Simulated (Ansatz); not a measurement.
Take ZnSiP₂ in the chalcopyrite structure (space group I-42d, No. 122) as the base.

```xyz
8
Lattice="-2.7093 2.7093 5.2698 2.7093 -2.7093 5.2698 2.7093 2.7093 -5.2698" Properties=species:S:1:pos:R:3 pbc="T T T"
Zn     0.0000     0.0000     0.0000
Zn     0.0000     2.7093     2.6349
Si     0.0000     0.0000     5.2698
Si     2.7093     0.0000     2.6349
P      1.2608     1.3546     6.5873
P      1.3546    -1.2608     3.9524
P      1.4485     1.3546     1.3175
P      1.3546     3.9701    -1.3175
```

Cartesian axes are those of the cell as printed.

Level of theory: DFT with PBE, PAW potentials and a 420 eV plane-wave cutoff in Ansatz (a first-principles code), no SOC.

Strains are applied to the cell and any free atomic positions relax; under biaxial strain the out-of-plane vector relaxes too.

One change was made to it. Results:

The band gap shrinks by 0.08 eV (1.36 eV → 1.28 eV); the shortest interatomic distance goes up by 0.004 Å (2.272 Å → 2.276 Å); the gap character stays direct at Γ.

### Question
Which of these changes matches the shifts?
A. biaxial strain +1.50 %, plane normal [001], relaxed out of plane
B. biaxial strain +2.25 %, plane normal [001], relaxed out of plane
C. biaxial strain +0.75 %, plane normal [001], relaxed out of plane

### Answer
C, biaxial strain +0.75 %, plane normal [001], relaxed out of plane. For comparison, the band gap in the other runs: biaxial strain +1.50 %, plane normal [001], relaxed out of plane gives 1.21 eV; biaxial strain +2.25 %, plane normal [001], relaxed out of plane gives 1.14 eV.

Whether these cells are dynamically stable was not tested.
